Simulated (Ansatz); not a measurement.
## InS (Pnnm): band-edge transport data

Here is the system:

```
CELL_PARAMETERS angstrom
      4.38108     0.00000     0.00000
      0.00000    10.67756     0.00000
      0.00000     0.00000     3.94976
ATOMIC_POSITIONS crystal
  In 0.37984 0.62012 0.50000
  In 0.62016 0.37988 0.50000
  In 0.87984 0.87988 0.00000
  In 0.12016 0.12012 0.00000
  S  0.51033 0.84967 0.50000
  S  0.48967 0.15033 0.50000
  S  0.01033 0.65033 0.00000
  S  0.98967 0.34967 0.00000
```

Computed with PBEsol with spin-orbit coupling, rigid bands (plane waves, PAW; Ansatz, a program for electronic structure). Condition of this run: spin-orbit coupling switched on. Cell: cell and atoms relaxed with PBEsol.

band gap: 0.82 eV
electron conductivity mass (300 K, dilute): 0.46 (x), 0.132 (y), 0.44 (z) mₑ
hole conductivity mass (300 K, dilute): 0.24 (x), 0.82 (y), 0.37 (z) mₑ
effective density of states N_c (300 K): 8.2e18 cm⁻³
effective density of states N_v (300 K): 1.2e19 cm⁻³
density-of-states mass, electrons: 0.48 mₑ
density-of-states mass, holes: 0.63 mₑ
Seebeck coefficient, n-type 1e19 cm⁻³, 300 K: -206 μV/K
Seebeck coefficient, p-type 1e19 cm⁻³, 300 K: 239 μV/K

Rigid bands; masses and Seebeck coefficients take one relaxation time τ for all states and one kind of carrier; polarons and phonon drag are left out.

Formula and space group known from diffraction (Crystallography Open Database), not checked to be the room-temperature form: InS (Pnnm).
